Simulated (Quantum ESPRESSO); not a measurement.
Quantum ESPRESSO 7.5, DFT, PBE, plane waves, SSSP 1.1.2 efficiency PBE: Al(111) slab of 5 layers, 1x1 (Al5), unrelaxed, 5 atoms. Basis and mesh were picked for this test and aren't claimed converged.

| Quantity | Result |
|---|---|
| cell | 2.86, 2.86, 23.35 Å; 90, 90, 60° |
| task | scf |
| k mesh | 18×18×1 |
| ecutwfc | 45 Ry |
| ecutrho | 360 Ry |
| occupations | smearing |
| smearing | mv |
| degauss | 0.02 Ry |
| conv_thr | 5e-09 Ry |
| tprnfor | true |
| tstress | false |
| k-point pools (-nk) | 8 |
| diagonalization | david (default) |
| mixing_mode | plain (default) |
| mixing_beta | 0.7 (default) |
| mixing_ndim | 8 (default) |
| k-points computed | 37 |
| bands | 12 |
| electrons | 15 |
| G-vectors of the density | 129135 |
| FFT grid | 36×36×270 |
| symmetry operations | 12 |

Machine: one whole node, Intel Xeon 6 (Granite Rapids), 96 cores on 1 socket, 2 hardware threads a core, 3 L3 cache groups, 3 NUMA nodes.

Wall times, medians of two to five repeats, each run alone on the node (launch to exit). Unless noted, each process is bound to its own block of adjacent cores. The build: conda-forge: Open MPI 5.0, OpenMP, OpenBLAS 0.3.34 (pthreads), FFTW, ScaLAPACK, ELPA; another build can shift the numbers. Scratch files lie in a memory file system.

Started as
```bash
OMP_NUM_THREADS=1 mpirun -np 96 pw.x -nk 8 -in pw.in
```
(96 ranks, -nk 8) it takes 2.9 s and 14 SCF iterations.

How long does it take after this change: -nk 48?

About 4.6 s (3 runs within 4 %): 1.6× as long. The largest move is in potentials (v_of_rho, newd, PAW_pot): 0.49 s to 1.6 s. SCF iterations go from 14 to 13. Launch, exit and the like take 0.81 s of the 2.9 s. Change in the result: energy equal as printed, forces (largest component) 0.10 meV/Å.
